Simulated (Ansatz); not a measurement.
Cost and result by functional for the adsorption energy of SiH3 on the (100) surface of germanium (p(2x2) alternately buckled dimers; a constructed slab, bottom: dihydride, held), one in a cell of 66 Å², started at the site 'hollow Ge-Ge-Ge over Ge at depth 3.0 Å', in Ansatz (plane waves, PAW). Single points on the PBE structure, on one kind of machine; costs are rough ratios of the slab run's core time (references not counted) to the cheapest single point. r2SCAN's cost holds its higher cutoff (500 against 420 eV). Differences are taken against r2SCAN for comparison alone: no measured value is at hand, so the table doesn't rank accuracy.

Slab: 44 atoms, 11.3 Å thick at the start with caps and adatoms under the adsorbate (thin: gaps and levels are the slab's own); k 3x3x1, smearing 0.01 eV, dipole-corrected; 24 atoms held, the rest relaxed; no symmetry held; spin-polarised, ending with about 0.3 μB a cell, a value that depends on the mesh; orders that need a larger cell were not tried, no spin-orbit, no U, no dispersion correction. The slab shows no gap over 0.04 eV on its mesh. At the end it is bonded to Ge. In PBE it is, or lies within 0.03 eV of, the lowest of the starts that converged. These notes are the PBE run's. r2SCAN: The program's check for a lower electronic state was not made. Adsorption energies are against SiH4(g) − ½ H2(g). A negative adsorption energy means that the adsorbate is more stable on the surface than in its reference.

```
functional                     relative cost  adsorption energy (eV)  less r2SCAN (eV)
-----------------------------  -------------  ----------------------  ----------------
RPBE                                       1                   -0.24              0.19
r2SCAN                                     2                   -0.44              0.00
PBE (the relaxed run's value)              –                   -0.38              0.06
```

The values span 0.19 eV, while the single points' costs differ by a factor of roughly 2. Differences are of unrounded values.

Ansatz is a quantum-chemistry and plane-wave program.
